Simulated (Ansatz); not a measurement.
# Hypothetical anti-perovskite Mg3PbO: biaxial strain +1.64 %, plane normal [001], relaxed out of plane

The parent structure is Mg₃PbO in the anti-perovskite structure (space group Pm-3m, No. 221; a = 4.385 Å; a hypothetical phase, not in the database extracts checked). Axes: x, y, z lie along the cube axes.

Modification: biaxial strain +1.64 %, plane normal [001], relaxed out of plane (Cartesian); in-plane vectors clamped, the third vector and the atoms free.

Method: DFT with PBEsol, PAW potentials and a 420 eV plane-wave cutoff in Ansatz (an electronic-structure program), scalar-relativistic without spin-orbit coupling. k-mesh 11×11×11 (Γ-centred); smearing 0.05 eV (Fermi–Dirac).

The volume per atom goes up by 0.35 Å³, from 16.86 Å³ to 17.21 Å³ and the space group changes from Pm-3m (No. 221) to P4/mmm (No. 123). The shortest interatomic distance decreases by 0.0258 Å to 2.167 Å and the energy grows by 3.4 meV/atom. The pressure (mean of the normal stresses, compression positive) goes from zero to -1.3 GPa and the band gap stays zero. The out-of-plane strain is -1.18 % (rough) and the mean in-plane stress (compression positive) is -1.9 GPa (rough).

Final structure (turned so that z lies along the plane normal):

```yaml
crystal:
  lattice:
    - [4.45672, 0.00000, 0.00000]
    - [0.00000, 4.45672, 0.00000]
    - [0.00000, 0.00000, 4.33326]
  atoms:
    - { symbol: Mg, position: [0.00000, 0.50000, 0.50000] }
    - { symbol: Mg, position: [0.50000, 0.00000, 0.50000] }
    - { symbol: Mg, position: [0.50000, 0.50000, 0.00000] }
    - { symbol: Pb, position: [0.00000, 0.00000, 0.00000] }
    - { symbol: O, position: [0.50000, 0.50000, 0.50000] }
```

Without a gap, meshes like the base's 11×11×11 leave anisotropic stresses uncertain by several tenths of a GPa, and small strain energies with them. Whether these cells are dynamically stable was not tested. The final runs are not spin-polarised. A zero or small gap of Mg3PbO can be the functional's error rather than a property of the material.
